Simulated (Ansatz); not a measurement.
The starting structures come from a database of crystals and need not be the phases stable at ambient conditions.

 Where the default PAW files enter, the runs use the earlier of Ansatz's two default sets.

Given:

```xyz
14
Lattice="5.6821 0.0000 0.0000 0.3746 6.0245 0.0000 -2.7483 -0.5357 4.8365" Properties=species:S:1:pos:R:3 pbc="T T T"
Li    -0.8585     0.3877     1.5723
Li    -1.5152     5.1011     3.2643
Ca     0.3608     2.6482     3.2870
Ca     2.9476     2.8406     1.5495
Mg     0.9205    -0.4105     3.7064
Mg     2.0133    -0.1252     1.1301
Si     3.4125     1.4701     4.2059
Si    -0.1041     4.0187     0.6306
N      5.3015     2.2477     0.9269
N     -1.9931     3.2411     3.9096
N      0.8743     4.6685     1.9007
N      2.4341     0.8203     2.9358
N     -0.7445     0.6647     4.3411
N      4.0529     4.8241     0.4955
```

Space group of this cell: C2/m. The cell is taken as given; by PBEsol its mean pressure is -3.1 GPa.

Transport runs along the normal of the first two printed cell vectors.

The gap is the functional's own, uncorrected, and κ follows it; spin-orbit coupling is left out. Mid-gap values are interpolated between the computed energies.

Problem. Predict the band gap and the smallest decay constant κ at mid-gap from PBEsol (Ansatz, an electronic-structure program).

Solution. Gap 2.76 eV on a 6×6×6 mesh; κ = 0.276 1/Å, at the zone centre.
